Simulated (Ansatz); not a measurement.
For As (model structure, started from the lonsdaleite type, P6₃/mmc, No. 194, 4 atoms in the cell), PBEsol in Ansatz (PAW) gives:

| Item | Result |
|---|---|
| equilibrium lattice constant a | 4.547 Å |
| c axis length | 5.655 Å |
| bulk modulus | 44.8 GPa |
| cohesive energy | 3.21 eV/atom |

Problem. What does r²SCAN (plane waves, PAW; Ansatz, an electronic-structure program) give for the same quantities?

Solution. 
- lattice constant a: 4.586 Å (goes up by 0.9 %)
- lattice parameter c: 5.755 Å (rises by 1.8 %)
- bulk modulus: 43.8 GPa (decreases by 2.2 %)
- cohesive energy: 2.65 eV/atom (drops by 0.56 eV/atom)

Changes are worked out from the printed values.

Unless a cell is named, each level is at its own relaxed cell (PBEsol 25.31, r²SCAN 26.21 Å³/atom).

Caveats: the bulk modulus is −V dP/dV from two relaxed cells at ±2 % in volume (PBEsol, r²SCAN). Ansatz's density-functional and Hartree–Fock values are scalar-relativistic unless marked +SOC, with PAW data made under PBE.

A model structure was made by putting elements into a prototype or built by hand; it is no filed structure, need not be a known phase, and can be a saddle point held by its symmetry.
